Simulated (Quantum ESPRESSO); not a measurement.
Worked example: self-consistent single point of HfO2 (P4_2/nmc, 6 atoms in the cell) in Quantum ESPRESSO.

Method: PBE, GBRV 1.5 ultrasoft (PBE) pseudopotentials (plane waves; Quantum ESPRESSO).

```xyz
6
Lattice="3.4886 0.0000 0.0000 0.0000 3.4886 0.0000 0.0000 0.0000 5.0710" Properties=species:S:1:pos:R:3 pbc="T T T"
Hf     1.7443     1.7443     2.5355
Hf     0.0000     0.0000     0.0000
O      0.0000     1.7443     3.5356
O      0.0000     1.7443     1.0001
O      1.7443     0.0000     4.0710
O      1.7443     0.0000     1.5355
```

Reference input (self-consistent single point, DFT, PBE, plane waves, GBRV 1.5 ultrasoft (PBE) pseudopotentials): ecutwfc = 40 Ry; ecutrho = 320 Ry; occupations = smearing; smearing = gaussian; degauss = 0.000734986 Ry; potentials = {Hf: hf_pbe_v1.uspp.F.UPF, O: o_pbe_v1.2.uspp.F.UPF}; K_POINTS = automatic 7 7 5 0 0 0; conv_thr = 1e-10 Ry. This run's input differs from it in these lines:

```diff
@@ -14,4 +14,4 @@
     ntyp = 2
-    ecutwfc = 40
-    ecutrho = 320
+    ecutwfc = 32
+    ecutrho = 256
     occupations = 'smearing'
```

Log, with long lists cut:

```
     Self-consistent Calculation

     iteration #  1     ecut=    32.00 Ry     beta= 0.70

     negative rho (up, down):  2.117E-01 0.000E+00

     total energy              =    -447.37842304 Ry
     estimated scf accuracy    <       2.03726976 Ry

     iteration #  2     ecut=    32.00 Ry     beta= 0.70

     negative rho (up, down):  2.147E-01 0.000E+00

     total energy              =    -447.73367147 Ry
     estimated scf accuracy    <       1.09379778 Ry

     iteration #  3     ecut=    32.00 Ry     beta= 0.70

     negative rho (up, down):  2.171E-01 0.000E+00

     total energy              =    -448.01266344 Ry
     estimated scf accuracy    <       0.03008311 Ry

   [... 7 blocks of this kind left out ...]

     iteration # 11     ecut=    32.00 Ry     beta= 0.70

     negative rho (up, down):  2.189E-01 0.000E+00

     total energy              =    -448.01724668 Ry
     estimated scf accuracy    <          2.7E-10 Ry

     iteration # 12     ecut=    32.00 Ry     beta= 0.70

     negative rho (up, down):  2.189E-01 0.000E+00
     End of self-consistent calculation

     the Fermi energy is    12.7293 ev

!    total energy              =    -448.01724668 Ry
     estimated scf accuracy    <          2.4E-12 Ry
     smearing contrib. (-TS)   =      -0.00000000 Ry
     internal energy E=F+TS    =    -448.01724668 Ry

     convergence has been achieved in  12 iterations

     negative rho (up, down):  2.189E-01 0.000E+00

     Forces acting on atoms (cartesian axes, Ry/au):

     atom    1 type  1   force =     0.00000000    0.00000000    0.00000000
     atom    2 type  1   force =     0.00000000    0.00000000    0.00000000
     atom    3 type  2   force =     0.00000000    0.00000000    0.02057173
     atom    4 type  2   force =     0.00000000    0.00000000    0.02057173
     atom    5 type  2   force =     0.00000000    0.00000000   -0.02057173
   [... lines left out ...]
     Total force =     0.041143     Total SCF correction =     0.000000
   [... lines left out ...]

     negative rho (up, down):  2.189E-01 0.000E+00
          total   stress  (Ry/bohr**3)                   (kbar)     P=      212.80
   0.00152436   0.00000000   0.00000000          224.24        0.00        0.00
   0.00000000   0.00152436   0.00000000            0.00      224.24        0.00
   0.00000000   0.00000000   0.00129095            0.00        0.00      189.90

   JOB DONE.
```

The run converged in 12 iterations. Against the reference run the free energy rises by 52.1 meV/atom, the pressure goes from 26.30 to 21.28 GPa, the largest force goes from 0.517 to 0.529 eV/Å and the gap on the mesh hardly changes (4.997 to 5.000 eV).

The starting cell comes from a database of computed structures (which also holds hypothetical and non-ambient phases and stackings), without a prior relaxation at this level. Its lattice was rescaled by a random factor within 2.5 % of one. Spin-orbit coupling is off.
